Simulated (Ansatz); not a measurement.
## W: response to strain

The parent structure is W in the bcc (W type) structure (space group Im-3m, No. 229).

```yaml
crystal:
  lattice:
    - [-1.58464, 1.58464, 1.58464]
    - [1.58464, -1.58464, 1.58464]
    - [1.58464, 1.58464, -1.58464]
  atoms:
    - { symbol: W, position: [0.00000, 0.00000, 0.00000] }
```

Cartesian axes are those of the cell as printed.

Strains are applied to the cell and any free atomic positions relax; under biaxial strain the out-of-plane vector relaxes too; under stress the whole cell relaxes.

Method: Kohn–Sham DFT with the r2SCAN functional, run in Ansatz (a program for electronic structure) with PAW and 500 eV plane waves, without spin-orbit coupling.

Notes on the quantities. energy relative to the base: free energy F; pressure: mean of the normal stresses, compression positive.

| change | energy relative to the base | pressure | shortest interatomic distance | space group |
|---|---|---|---|---|
| base | 0 meV/atom | 0.0 GPa | 2.745 Å | Im-3m (No. 229) |
| biaxial strain −1.75 %, plane normal [001], relaxed out of plane | +18 meV/atom | ___ | ___ | I4/mmm (No. 139) |
| biaxial strain +0.25 %, plane normal [001], relaxed out of plane | +0.4 meV/atom | ___ | 2.747 Å | I4/mmm (No. 139) |
| biaxial strain −2.72 %, plane normal [111], relaxed out of plane | +40 meV/atom | 10.3 GPa | 2.687 Å | R-3m (No. 166) |
| isotropic strain −2.19 % | +73 meV/atom | 24.2 GPa | 2.685 Å | Im-3m (No. 229) |
| isotropic strain −0.74 % | +7.9 meV/atom | 7.4 GPa | 2.724 Å | Im-3m (No. 229) |
| uniaxial strain ε_yy = −5.87 % | +106 meV/atom | 22.4 GPa | 2.692 Å | I4/mmm (No. 139) |
| uniaxial strain ε_yy = +5.82 % | +81 meV/atom | -15.7 GPa | 2.799 Å | I4/mmm (No. 139) |
| tensor shear ε_xz = +0.39 % | +0.4 meV/atom | 0.0 GPa | 2.738 Å | Fmmm (No. 69) |
| uniaxial stress, 8 GPa compression along z | ___ | – | 2.738 Å | I4/mmm (No. 139) |

Q: Some entries are withheld; estimate them.

A: 
- biaxial strain −1.75 %, plane normal [001], relaxed out of plane, pressure: 7.2 GPa
- biaxial strain −1.75 %, plane normal [001], relaxed out of plane, shortest interatomic distance: 2.726 Å
- biaxial strain +0.25 %, plane normal [001], relaxed out of plane, pressure: -1.0 GPa
- uniaxial stress, 8 GPa compression along z, energy relative to the base: +7.1 meV/atom

Without a gap, meshes like the base's 21×21×21 leave anisotropic stresses uncertain by several tenths of a GPa, and small strain energies with them. Stability under load was not tested beyond the relaxation. The final runs are not spin-polarised.
